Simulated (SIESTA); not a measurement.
SIESTA run on Hf₂Ge (Fmm2, 6 atoms in the cell): self-consistent single point.

Computed with GGA PBEsol, numerical atomic orbitals DZP, PseudoDojo PBEsol standard norm-conserving potentials (rewritten from UPF to PSML) (SIESTA 5.4.2).

```yaml
crystal:
  lattice:
    - [-3.28040, 3.28040, 2.63854]
    - [3.28040, -3.28040, 2.63854]
    - [3.28040, 3.28040, -2.63854]
  atoms:
    - { symbol: Hf, position: [0.34424, 0.15576, 0.50000] }
    - { symbol: Hf, position: [0.65576, 0.84424, 0.50000] }
    - { symbol: Hf, position: [0.16115, 0.66115, 0.82230] }
    - { symbol: Hf, position: [0.84424, 0.34424, 0.18848] }
    - { symbol: Ge, position: [0.25000, 0.25000, 0.00000] }
    - { symbol: Ge, position: [0.75000, 0.75000, 0.00000] }
```

Reference input (self-consistent single point, DFT, GGA PBEsol, numerical atomic orbitals DZP, PseudoDojo PBEsol standard norm-conserving potentials (rewritten from UPF to PSML)): XC.functional = GGA; XC.authors = PBEsol; potentials = PseudoDojo PBEsol standard; PAO.BasisSize = DZP; PAO.EnergyShift = 0.01 Ry; MeshCutoff = 350 Ry; kgrid.MonkhorstPack = 4 4 4; OccupationFunction = FD; ElectronicTemperature = 1160.45 K; MaxSCFIterations = 150; SCF.Mixer.Method = Pulay; SCF.Mixer.Weight = 0.1. This run's input differs from it in these lines:

```diff
@@ -32,8 +32,8 @@
 %block kgrid.MonkhorstPack
-    4   0   0  0.0
-    0   4   0  0.0
-    0   0   4  0.0
+    7   0   0  0.0
+    0   7   0  0.0
+    0   0   7  0.0
 %endblock kgrid.MonkhorstPack
 OccupationFunction           FD
-ElectronicTemperature        1160.45 K
+ElectronicTemperature        3481.36 K
```

Log, with long lists cut:

```
        iscf     Eharris(eV)        E_KS(eV)     FreeEng(eV)     dDmax    Ef(eV) dHmax(eV)
   scf:    1   -10971.545140   -10988.091783   -10988.950978  1.323270 -3.466682  5.308087
   scf:    2   -10989.541884   -10988.841652   -10989.720408  0.038522 -3.551055  4.358202
   scf:    3   -10990.802325   -10990.074847   -10991.038962  0.119046 -3.848991  1.567370
   scf:    4   -10990.230836   -10990.191319   -10991.211632  0.050905 -3.924142  0.231662
   scf:    5   -10990.094827   -10990.158381   -10991.192534  0.030257 -3.997043  0.508441
   [... 4 lines left out ...]
   scf:   10   -10990.201395   -10990.201720   -10991.220257  0.000462 -3.953293  0.003142
   scf:   11   -10990.201580   -10990.201650   -10991.220258  0.000054 -3.953608  0.000709
   scf:   12   -10990.201614   -10990.201632   -10991.220258  0.000018 -3.953671  0.000076
   scf:   13   -10990.201630   -10990.201631   -10991.220258  0.000006 -3.953685  0.000083
SCF Convergence by DM+H criterion
max |DM_out - DM_in|         :     0.0000060592
max |H_out - H_in|      (eV) :     0.0000832641
SCF cycle converged after 13 iterations

Using DM_out to compute the final energy and forces

siesta: E_KS(eV) =           -10990.2016

siesta: E_KS - E_eggbox =    -10990.2016

siesta: Atomic forces (eV/Ang):
     1   -0.083532    0.169323   -0.000016
     2    0.169323   -0.083532   -0.000016
     3   -0.402941   -0.402941   -0.000028
     4    0.273185    0.273185   -0.001907
     5    0.021075    0.021130    0.000004
     6    0.021130    0.021075    0.000004
   Tot   -0.001760   -0.001760   -0.001958
   Max    0.402941
   Res    0.174334    sqrt( Sum f_i^2 / 3N )
   Max    0.402941    constrained

   [... lines left out ...]
siesta: FreeEng =    -10991.220258
   [... lines left out ...]
siesta:     0.001562    0.003070    0.000014
siesta:     0.003070    0.001562    0.000014
siesta:     0.000014    0.000014   -0.008294

siesta: Cell volume =        113.573676 Ang**3

siesta: Pressure (static):
siesta:                Solid            Molecule  Units
siesta:           0.00001877          0.00005839  Ry/Bohr**3
siesta:           0.00172308          0.00536141  eV/Ang**3
siesta:           2.76068124          8.58993047  kBar
```

The run converged in 13 iterations. Against the reference run the free energy drops by 64.3 meV/atom, the pressure goes from -0.54 to 0.28 GPa and the largest force goes from 0.698 to 0.570 eV/Å.

The starting cell comes from a database of computed structures (which also holds hypothetical and non-ambient phases and stackings), without a prior relaxation at this level. Its lattice was rescaled by up to half a per cent. One atom was moved a little off its site on purpose. Values carry the incompleteness of an atom-centred basis.

Cost on one core of a shared machine: roughly 90 s.
